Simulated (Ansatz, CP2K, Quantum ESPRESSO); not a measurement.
**Code comparison for Zr₃Sn (P1, 8 atoms in the cell)**

Self-consistent single point, at a second geometry (atoms moved at random). First geometry:

```
Zr3Sn
1.0
    5.57671     0.00000     0.00000
    0.00000     5.57671     0.00000
    0.00000     0.00000     5.57671
Zr Sn
6 2
Direct
  0.50000   0.25000   0.00000
  0.50000   0.75000   0.00000
  0.25000   0.00000   0.50000
  0.75000   0.00000   0.50000
  0.00000   0.50000   0.25000
  0.00000   0.50000   0.75000
  0.50000   0.50000   0.50000
  0.00000   0.00000   0.00000
```

Second geometry:
```yaml
crystal:
  lattice:
    - [5.57671, 0.00000, 0.00000]
    - [0.00000, 5.57671, 0.00000]
    - [0.00000, 0.00000, 5.57671]
  atoms:
    - { symbol: Zr, position: [0.50174, 0.24715, 0.99194] }
    - { symbol: Zr, position: [0.51222, 0.75635, 0.99748] }
    - { symbol: Zr, position: [0.25056, 0.99519, 0.49010] }
    - { symbol: Zr, position: [0.75562, 0.00229, 0.50864] }
    - { symbol: Zr, position: [0.99228, 0.50007, 0.25073] }
    - { symbol: Zr, position: [0.00183, 0.49660, 0.75696] }
    - { symbol: Sn, position: [0.49201, 0.50782, 0.49870] }
    - { symbol: Sn, position: [0.99374, 0.99451, 0.00546] }
```

Shared settings, as Ansatz (an electronic-structure program) writes them: kpoints.mp_grid.grid = 5 5 5; scf.occupations.method = fermi_dirac; scf.occupations.width = 0.0073 Ry. Potentials and cutoffs stand in the table.

```
code                                                                                             model  ΔF from the first geometry (meV/atom)  pressure (GPa)  largest force (eV/Å)       cutoff
----------------  ------------------------------------------------------------------------------------  -------------------------------------  --------------  --------------------  -----------
CP2K              LDA (Pade form), GPW, DZVP-MOLOPT-SR-GTH basis, GTH-PADE potentials (GTH_POTENTIALS)                                   11.2           -3.23                 0.682  grid 500 Ry
Quantum ESPRESSO                                   LDA (PZ), GBRV 1.5 ultrasoft (LDA) pseudopotentials                                   11.4           -3.26                 0.688        40 Ry
Ansatz                                                             LDA (PW92), PAW files made with PBE                                   11.4           -3.21                 0.686      default
```

Size of the force on each atom (eV/Å): Sizes of forces hide their directions.

```csv
code,Zr1,Zr2,Zr3,Zr4,Zr5,Zr6,Sn7,Sn8
CP2K,0.460,0.682,0.427,0.307,0.265,0.403,0.409,0.525
Quantum ESPRESSO,0.461,0.688,0.429,0.315,0.263,0.401,0.421,0.539
Ansatz,0.459,0.686,0.428,0.314,0.262,0.400,0.420,0.538
```

The spread over the programs that give each value: ΔF from the first geometry within 0.2 meV/atom; pressure within 0.05 GPa; largest force within 0.006 eV/Å.

CP2K uses small atom-centred bases, whose incompleteness enters pressures, forces and empty levels differently from a plane-wave cutoff. Ansatz's pressure is given at a fixed set of plane waves, as the other plane-wave codes print theirs. The same LDA comes in different parametrisations, which differ slightly.

The starting cell comes from a database of computed structures (which also holds hypothetical and non-ambient phases and stackings), without a prior relaxation at this level. Its lattice was rescaled by a random factor within 2.5 % of one. For this run, on top of that: atoms moved at random.

Keys are those of Ansatz 0.2.
